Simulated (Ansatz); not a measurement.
The starting structures come from a database of crystals and need not be the phases stable at ambient conditions.

 Where the default PAW files enter, the runs use the earlier of Ansatz's two default sets.

The decay constant κ of evanescent states in the gap governs leakage through a thin film.

Here is the system:

```
SrBrF
1.0
    4.22393     0.00000     0.00000
    0.00000     4.22393     0.00000
    0.00000     0.00000     7.38159
Sr Br F
2 2 2
Cartesian
  0.00000   2.11197   6.01673
  2.11197   0.00000   1.36486
  2.11197   0.00000   4.79028
  0.00000   2.11197   2.59131
  2.11197   2.11197   0.00000
  0.00000   0.00000   0.00000
```

Space group of this cell: P4/nmm. The cell is taken as given.

Transport runs along the normal of the first two printed cell vectors, the (001) plane of the conventional cell.

No gap correction and no spin-orbit coupling; mid-gap values are interpolated between computed energies.

Q: Predict the band gap and the smallest decay constant κ at mid-gap from Ansatz (a program for electronic structure) with r2SCAN.

A: Gap 5.83 eV on a 8×8×4 mesh; κ = 0.387 1/Å, at the zone centre.
